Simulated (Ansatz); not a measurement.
## Pressure series in TiSi2

The parent structure is TiSi₂ (space group Fddd, No. 70; a = 4.806 Å, b = 8.265 Å, c = 8.565 Å).

Cell and atoms are relaxed at each pressure.

Computed with PBE (Ansatz, a program for electronic structure; PAW; 420 eV plane waves; no SOC).

```tsv
P (GPa)	V (Å³/atom)
-1.99	14.389
-0.99	14.281
3.00	13.891
7.00	13.550
15.00	12.977
30.00	12.155
50.00	11.353
75.00	10.611
99.99	10.040
```

A third-order Birch–Murnaghan fit to these points gives V₀ = 14.18 Å³/atom, B₀ = 142 GPa and B₀′ = 4.1. At pressure 100 GPa the volume is 70.8 % of V₀.

Load acts through the strain it causes; cell and atoms are relaxed under it. Whether these cells are dynamically stable was not tested. No other phases were tried under pressure. The final runs are not spin-polarised.
